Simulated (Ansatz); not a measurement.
## As in the A7 type structure (space group R-3m, No. 166; layered)

```
As
1.0
    1.89173     1.09219     3.36977
   -1.89173     1.09219     3.36977
    0.00000    -2.18438     3.36977
As
2
Direct
  0.23028   0.23028   0.23028
  0.76972   0.76972   0.76972
```

Computed with Ansatz (a quantum-chemistry and plane-wave program) PBE-D3(BJ), no spin-orbit coupling. Γ-centred 11×11×11 mesh, Fermi–Dirac width 0.05 eV.

```yaml
volume_per_atom: 20.89 Å³
density: 5.96 g/cm³
band_gap: zero
total_energy: -4856.556 eV/atom (σ→0; compares only within this code and set-up)
```

No phonon test of stability was made.
